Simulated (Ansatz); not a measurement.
Base system: NiSi$_{2}$ (space group Fm-3m, No. 225; a = 5.445 Å; not spin-polarised; relaxed with 0.1 eV smearing).

All numbers come from plane-wave PAW DFT at the PBE level (Ansatz, a first-principles code, 420 eV), scalar-relativistic without spin-orbit coupling, earlier PAW set.

For the base:

The pressure is 0.0 GPa.

Now apply this change: the cell is scaled by 1.0100 in all directions; the atoms relax in the strained cell.

Problem. What does the calculation give for the pressure after the change?

Solution. The pressure goes from zero to -4.0 GPa.

Problem. Estimate the effect on the energy relative to the base.

Solution. The energy increases by 5.3 meV/atom.

Stability against distortions was not tested. Starting moments died away, wholly or in part, for the base; another magnetic solution may exist. All final runs are without spin polarisation.
